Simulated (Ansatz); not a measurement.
The starting structures come from a database of crystals and need not be the phases stable at ambient conditions.

 Where the default PAW files enter, the runs use the earlier of Ansatz's two default sets.

The decay constant κ of evanescent states in the gap governs leakage through a thin film.

```
BaBrF
1.0
    4.53992     0.00000     0.00000
    0.00000     4.53992     0.00000
    0.00000     0.00000     7.49539
Ba Br F
2 2 2
Direct
  0.00000   0.50000   0.80838
  0.50000   0.00000   0.19162
  0.50000   0.00000   0.64961
  0.00000   0.50000   0.35039
  0.50000   0.50000   0.00000
  0.00000   0.00000   0.00000
```

Space group of this cell: P4/nmm. The cell is taken as given; by r2SCAN its mean pressure is -0.5 GPa.

Transport runs along the normal of the first two printed cell vectors, the (001) plane of the conventional cell.

No gap correction and no spin-orbit coupling; mid-gap values are interpolated between computed energies.

**Question.** State the band gap and the smallest decay constant κ at mid-gap according to r2SCAN (Ansatz, a quantum-chemistry and plane-wave program).

**Answer.** Gap 5.39 eV on a 8×8×4 mesh; κ = 0.377 1/Å, at the zone centre.
